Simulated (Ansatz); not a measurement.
The starting structures come from a database of crystals and need not be the phases stable at ambient conditions.

 Where the default PAW files enter, the runs use the earlier of Ansatz's two default sets.

Data:

```yaml
crystal:
  lattice:
    - [5.89101, 0.00000, 0.00000]
    - [1.76001, 5.68081, 0.00000]
    - [-2.73782, -2.24139, 7.29749]
  atoms:
    - { symbol: P, position: [0.17039, 0.91902, 0.31958] }
    - { symbol: P, position: [0.82961, 0.08098, 0.68042] }
    - { symbol: P, position: [0.80678, 0.47219, 0.44817] }
    - { symbol: P, position: [0.19322, 0.52781, 0.55183] }
    - { symbol: P, position: [0.66108, 0.78149, 0.65782] }
    - { symbol: P, position: [0.33892, 0.21851, 0.34218] }
    - { symbol: P, position: [0.32245, 0.33796, 0.76549] }
    - { symbol: P, position: [0.67755, 0.66204, 0.23451] }
    - { symbol: P, position: [0.31770, 0.94840, 0.94105] }
    - { symbol: P, position: [0.68230, 0.05160, 0.05895] }
    - { symbol: P, position: [0.84728, 0.68375, 0.91450] }
    - { symbol: P, position: [0.15272, 0.31625, 0.08550] }
    - { symbol: Ru, position: [0.72324, 0.36607, 0.95636] }
    - { symbol: Ru, position: [0.27676, 0.63393, 0.04364] }
    - { symbol: Ru, position: [0.77230, 0.07026, 0.37229] }
    - { symbol: Ru, position: [0.22770, 0.92974, 0.62771] }
```

Space group of this cell: P-1. The cell is taken as given; by PBEsol its mean pressure is -2.6 GPa.

Transport runs along the normal of the first two printed cell vectors.

No gap correction and no spin-orbit coupling; mid-gap values are interpolated between computed energies.

Problem. Estimate the band gap and the smallest decay constant κ at mid-gap that PBEsol run with Ansatz (an electronic-structure program) returns for this system.

Solution. Gap 0.95 eV on a 6×6×4 mesh; κ = 0.192 1/Å, at (0.167, 0.333) of the in-plane reciprocal vectors. At the zone centre, at the nearest computed energy, the slowest state has κ = 0.19 1/Å.
